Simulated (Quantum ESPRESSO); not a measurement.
Quantum ESPRESSO run on Rb (Im-3m, 1 atom in the cell): self-consistent single point.

Method of the run: PBE, spin-orbit coupling, PSlibrary fully relativistic PAW (PBE) pseudopotentials (plane waves; Quantum ESPRESSO).

```yaml
crystal:
  lattice:
    - [2.78262, 2.78262, 2.78262]
    - [-2.78262, 2.78262, 2.78262]
    - [-2.78262, -2.78262, 2.78262]
  atoms:
    - { symbol: Rb, position: [0.00000, 0.00000, 0.00000] }
```

Reference input (self-consistent single point, DFT, PBE, plane waves, PSlibrary PAW (PBE) pseudopotentials): ecutwfc = 40 Ry; ecutrho = 280 Ry; occupations = smearing; smearing = gauss; degauss = 0.019992 Ry; potentials = {Rb: Rb.pbe-spn-kjpaw_psl.1.0.0.UPF}; K_POINTS = automatic 11 11 11 0 0 0; conv_thr = 1e-09 Ry. This run's input differs from it in these lines:

```diff
@@ -19,2 +19,4 @@
     degauss = 0.019992
+    noncolin = .true.
+    lspinorb = .true.
 /
@@ -24,3 +26,3 @@
 ATOMIC_SPECIES
-Rb    85.4678  Rb.pbe-spn-kjpaw_psl.1.0.0.UPF
+Rb    85.4678  Rb.rel-pbe-spn-kjpaw_psl.1.0.0.UPF
 ATOMIC_POSITIONS {angstrom}
```

The program printed (abridged):

```
     Self-consistent Calculation

     iteration #  1     ecut=    40.00 Ry     beta= 0.70

---- Real-time Memory Report at c_bands before calling an iterative solver
           507 MiB given to the printing process from OS
           144 MiB allocation reported by mallinfo(arena+hblkhd)
------------------

     Threshold (ethr) on eigenvalues was too large:
     Diagonalizing with lowered threshold

---- Real-time Memory Report at c_bands before calling an iterative solver
           598 MiB given to the printing process from OS
           155 MiB allocation reported by mallinfo(arena+hblkhd)
------------------
   [... lines left out ...]

---- Real-time Memory Report at c_bands before calling an iterative solver
           627 MiB given to the printing process from OS
           186 MiB allocation reported by mallinfo(arena+hblkhd)
------------------

     total energy              =    -240.18922584 Ry
     estimated scf accuracy    <       0.00000003 Ry

     iteration #  6     ecut=    40.00 Ry     beta= 0.70

---- Real-time Memory Report at c_bands before calling an iterative solver
           630 MiB given to the printing process from OS
           188 MiB allocation reported by mallinfo(arena+hblkhd)
------------------
     End of self-consistent calculation

     the Fermi energy is     2.2109 ev

!    total energy              =    -240.18922585 Ry
     estimated scf accuracy    <          3.0E-11 Ry
     smearing contrib. (-TS)   =      -0.00237733 Ry
     internal energy E=F+TS    =    -240.18684852 Ry

      -> PAW hartree energy AE =      28.53996714 Ry
      -> PAW hartree energy PS =     -28.42505439 Ry
      -> PAW xc energy AE      =    -200.85364437 Ry
      -> PAW xc energy PS      =      18.41573097 Ry
      -> total E_H with PAW    =      14.02077935 Ry
      -> total E_XC with PAW   =    -201.69273224 Ry

     convergence has been achieved in   6 iterations

     Forces acting on atoms (cartesian axes, Ry/au):

     atom    1 type  1   force =     0.00000000    0.00000000    0.00000000

     Total force =     0.000000     Total SCF correction =     0.000000

          total   stress  (Ry/bohr**3)                   (kbar)     P=        1.70
   0.00001159  -0.00000000   0.00000000            1.70       -0.00        0.00
  -0.00000000   0.00001159  -0.00000000           -0.00        1.70       -0.00
   0.00000000  -0.00000000   0.00001159            0.00       -0.00        1.70

   JOB DONE.
```

The run converged in 6 iterations. Against the reference run the pressure stays at 0.17 GPa. The full log also holds: “c_bands:  2 eigenvalues not converged”. The full log also holds: “c_bands:  1 eigenvalues not converged”.

The starting cell has typed, rounded lattice constants, without a prior relaxation at this level. Its lattice was rescaled by a random factor within 2.5 % of one.

Cost on one core of a shared machine: roughly 80 s.
